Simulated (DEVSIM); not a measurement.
**abrupt Si n-p junction**

System: abrupt Si n-p junction, at 250 K.

```
layer (left to right)  material  thickness (μm)  Nd (cm⁻³)  Na (cm⁻³)  τn (s)  τp (s)
---------------------  --------  --------------  ---------  ---------  ------  ------
1                            Si            92.0       9e15          -  4.7e-7  4.7e-7
2                            Si             140          -     9.2e15  4.7e-7  4.7e-7
```

Left contact: ohmic. Right contact: ohmic. Voltage is applied to the left contact. Recombination: SRH at mid-gap. Mobility is μmin + (μ − μmin)/(1 + (N/Nref)^α).

The device is made up for the run: typed textbook-type constants, with dimensions and the other settings drawn at random. Values at 300 K; Nc and Nv go as T^1.5, mobilities as T to minus their exponent, the gap by Varshni's rule with the affinity fixed.

```tsv
parameter	Si
gap (eV)	1.124
affinity (eV)	4.05
permittivity	11.7
Nc (cm⁻³)	2.86e19
Nv (cm⁻³)	3.1e19
μn (cm²/Vs)	1417
μp (cm²/Vs)	470
μn,min	52
μp,min	45
Nref,n	9.7e16
Nref,p	2.2e17
αn	0.68
αp	0.72
T exponent of μn	2.3
T exponent of μp	2.2
Varshni α (eV/K)	0.000473
Varshni β (K)	636
```

DEVSIM, 1D drift-diffusion, Boltzmann statistics, complete ionisation; no tunnelling, impact ionisation, image-force lowering or self-heating.

```yaml
potential_step_across_the_device_at_zero_bias: 0.799 V
largest_field_in_the_device_at_zero_bias: 33000 V/cm
Dark forward voltage at 1 A/cm²: 0.748 V
Dark forward voltage at 100 A/cm²: 1.373 V
```

Dark forward current:

(V (V), J (A/cm²)): (-0.05, -7.4e-11); (-0.15, -1.1e-9); (-0.30, -4.3e-8); (-0.40, -6.8e-7); (-0.55, -0.00022); (-0.65, -0.021); (-0.75, -1.1); (-0.90, -10); (-1.00, -21); (-1.10, -36); (-1.25, -67); (-1.35, -93); (-1.50, -140); (-1.60, -180)

Dark reverse current:

| V (V) | J (A/cm²) |
|---|---|
| 0.04 | 2.7e-11 |
| 0.10 | 5.4e-11 |
| 0.20 | 9.2e-11 |
| 0.30 | 1.3e-10 |
| 0.40 | 1.6e-10 |
| 0.60 | 2.3e-10 |
| 0.80 | 2.9e-10 |
| 1.00 | 3.5e-10 |
| 1.30 | 4.2e-10 |
| 1.60 | 5.0e-10 |
| 2.00 | 5.9e-10 |
